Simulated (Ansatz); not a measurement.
The parent structure is InAs in the zinc blende structure (space group F-43m, No. 216; a = 6.110 Å). Axes: x, y, z lie along the cube axes.

Computed with r2SCAN (Ansatz, a first-principles code; PAW; 500 eV plane waves; without spin-orbit coupling).

Base values:

```
Quantity                         Result
-----------------------------  --------
Band gap                        0.08 eV
Shortest interatomic distance  264.6 pm
```

Now apply this change: uniaxial strain ε_zz = +1.50 %, all other strain components held at zero; the atoms relax in the strained cell.

### Question
What does the calculation give for the energy relative to the base, band gap and shortest interatomic distance after the change?

### Answer
The energy goes up by 1.6 meV/atom; the band gap goes from 0.08 eV to zero; the shortest interatomic distance goes up by 1.3 pm (264.6 pm → 265.9 pm).

The mesh was chosen for an insulator and is coarse for the gapless case. No phonon test of stability was made. The final runs are not spin-polarised. The zero or small gap of InAs can change with the level of theory.
